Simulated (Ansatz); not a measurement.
```xyz
2
Lattice="0.0000 1.7445 1.7445 1.7445 0.0000 1.7445 1.7445 1.7445 0.0000" Properties=species:S:1:pos:R:3 pbc="T T T"
C      0.0000     0.0000     0.0000
C      0.8723     0.8723     0.8723
```

No spin polarisation.

Calculations: r2SCAN, PAW, 500 eV (Ansatz, a first-principles code; no spin-orbit coupling). k-mesh 16×16×16 (Γ-centred); smearing 0.05 eV (Fermi–Dirac).

### Question
Estimate the band gap.

### Answer
4.51 eV.

### Question
What space group does the calculation give?

### Answer
Fd-3m (No. 227).

### Question
What is the computed hole mass (degenerate bands, along [100])?

### Answer
0.27, 0.27, 0.50 mₑ (at Γ).

### Question
Predict the gap character.

### Answer
Indirect, Γ → Γ–X (71 % along).

The cells carry an imposed strain or load. Effective masses come from finite differences of ±0.01 Å⁻¹. No phonon test of stability was made. The cell was made from C in the diamond structure (space group Fd-3m, No. 227) by this change: isotropic strain −2.00 %.
